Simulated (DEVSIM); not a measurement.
Structure: W/SiO2/p-Ge capacitor, at 300 K.

| layer (left to right) | material | thickness (nm) | Na (cm⁻³) |
|---|---|---|---|
| 1 | SiO2 | 15.0 | - |
| 2 | Ge | 1400 | 1.8e17 |

Metal gate on the left, work function 4.6 eV. Fixed charge at the semiconductor interface 0 cm⁻² (in units of +e); interface traps 1e12 cm⁻² eV⁻¹, uniform in energy, neutral level at 0.5 of the gap above the valence band.

This is a model device: material constants are rounded textbook-type values typed into the input, and sizes, dopings and lifetimes were drawn at random. Values at 300 K.

| parameter | SiO2 | Ge |
|---|---|---|
| gap (eV) | 9 | 0.664 |
| affinity (eV) | 0.9 | 4 |
| permittivity | 3.9 | 16 |
| Nc (cm⁻³) | - | 1.04e19 |
| Nv (cm⁻³) | - | 6e18 |

Simulated with DEVSIM: 1D Poisson equation in equilibrium, Boltzmann statistics, complete ionisation; no quantum confinement or tunnelling. Metal contacts follow the ideal Schottky-Mott rule: no Fermi-level pinning, no interface dipoles.

Question: Give the band bending (positive: bands bend down) and minority sheet density.

Answer: 
```
Vg (V)  ψs (V)  minority carriers (cm⁻²)
------  ------  ------------------------
-1.3    -0.088                     < 1e8
-1      -0.074                     < 1e8
-0.7    -0.055                     < 1e8
-0.4    -0.031                     < 1e8
-0.1     0.006                     < 1e8
0.2      0.060                     < 1e8
0.5      0.136                     < 1e8
0.8      0.227                     < 1e8
1.1      0.329                     2.0e8
1.4      0.436                    1.1e10
1.7      0.511                    1.6e11
2        0.542                    4.8e11
2.3      0.560                    8.6e11
2.6      0.573                    1.2e12
```
